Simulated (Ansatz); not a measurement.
Relaxation of the outer planes of the (11-21) surface of hcp Os in its 1x1 cell, outermost plane spacing 0.66 Å in the ideal cut.

All values below come from PBE (plane waves to 420 eV, PAW; Ansatz, a program for electronic structure).

Set-up: 16 atoms, 9.8 Å thick at the start (thin: gaps and levels are the slab's own); mesh 9x8x1; 0.1 eV smearing; dipole correction on; all atoms relaxed; start symmetry kept, larger cells not searched; no spin, no spin-orbit, no U.

```csv
plane,atoms,bulk spacing to the next (Å),relaxed spacing (Å),change (%),rumpling (Å)
1,Os,0.656,…,…,0.00
2,Os,0.656,0.560,-14.7,0.00
```

Task: What belongs in the gaps?

Result: 
- 1, relaxed spacing (Å): 0.531
- 1, change (%): -19.1
